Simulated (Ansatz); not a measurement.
The parent structure is HfO2 (space group P4_2/nmc, No. 137; a = 3.5675 Å, c = 5.1667 Å).

All numbers come from PBEsol/PAW in Ansatz (a quantum-chemistry and plane-wave program), no spin-orbit coupling, earlier PAW set.

Base values:

| Property | Value |
|---|---|
| Band gap | 4.57 eV |
| Electron mass | 0.94 mₑ along c, 0.79 mₑ across (at Γ) |
| Width of the top valence band | 1.02 eV |

It is then changed as follows: a hydrostatic pressure of 3 GPa.

**Question.** Estimate the effect on the band gap.

**Answer.** The band gap decreases by 0.04 eV to 4.53 eV.

**Question.** What does the calculation give for the electron mass after the change?

**Answer.** The electron mass changes from 0.94 mₑ along c, 0.79 mₑ across (at Γ) to 1.00 mₑ along c, 0.78 mₑ across (at Γ).

**Question.** How does this affect the width of the top valence band?

**Answer.** The width of the top valence band rises by 0.06 eV to 1.08 eV.

Spin-orbit coupling, missing from the scalar runs, can matter with Hf. Load acts through the strain it causes; cell and atoms are relaxed under it. Masses are band curvatures over ±0.01 Å⁻¹ around the edge. Whether these cells are dynamically stable was not tested. This is not the structure that HfO2 has at room temperature and ambient pressure.
